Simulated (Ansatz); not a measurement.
**AlN, response to strain**

Start from AlN in the zinc blende structure (space group F-43m, No. 216; a = 4.370 Å). Axes: x, y, z lie along the cube axes.

Strains are applied to the cell and any free atomic positions relax; under biaxial strain the out-of-plane vector relaxes too.

The values are results of r2SCAN in Ansatz (plane waves to 500 eV, PAW, no spin-orbit coupling), not measurements.

Candidates:
(a) biaxial strain −3.00 %, plane normal [001], relaxed out of plane
(b) biaxial strain −1.00 %, plane normal [001], relaxed out of plane
(c) biaxial strain −2.00 %, plane normal [001], relaxed out of plane
(d) biaxial strain −2.50 %, plane normal [001], relaxed out of plane

Base values:

The band gap is 3.94 eV.

Question: Order them by band gap, lowest first.

Answer: (a) biaxial strain −3.00 %, plane normal [001], relaxed out of plane (3.76 eV), (d) biaxial strain −2.50 %, plane normal [001], relaxed out of plane (3.79 eV), (c) biaxial strain −2.00 %, plane normal [001], relaxed out of plane (3.82 eV), (b) biaxial strain −1.00 %, plane normal [001], relaxed out of plane (3.88 eV)

Semilocal Kohn–Sham gaps tend to fall short of experiment. Whether these cells are dynamically stable was not tested. This is not the structure that AlN has at room temperature and ambient pressure.

Ansatz is an electronic-structure program.
